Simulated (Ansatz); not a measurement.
The starting structures come from a database of crystals and need not be the phases stable at ambient conditions.

By PBEsol, the system below comes out a metal.

A figure of merit of an interconnect metal is its ballistic conductance per area.

Input:

```
Ti
1.0
    4.56737     0.00000     0.00000
   -2.28369     3.95546     0.00000
    0.00000     0.00000     2.82624
Ti
3
Direct
  0.00000   0.00000   0.00000
  0.33333   0.66667   0.50000
  0.66667   0.33333   0.50000
```

The cell is taken as given; by PBEsol it stands under a pressure of -3.7 GPa.

The current flows along the normal of the first two printed cell vectors, the (001) plane of the conventional cell. No spin-orbit coupling; the value is a mean over 0.1 eV about the Fermi level.

Task: Compute, with PBEsol in Ansatz (a first-principles code), the ballistic conductance per area.

Result: 0.47 × 10¹⁵ S/m² for both spins.
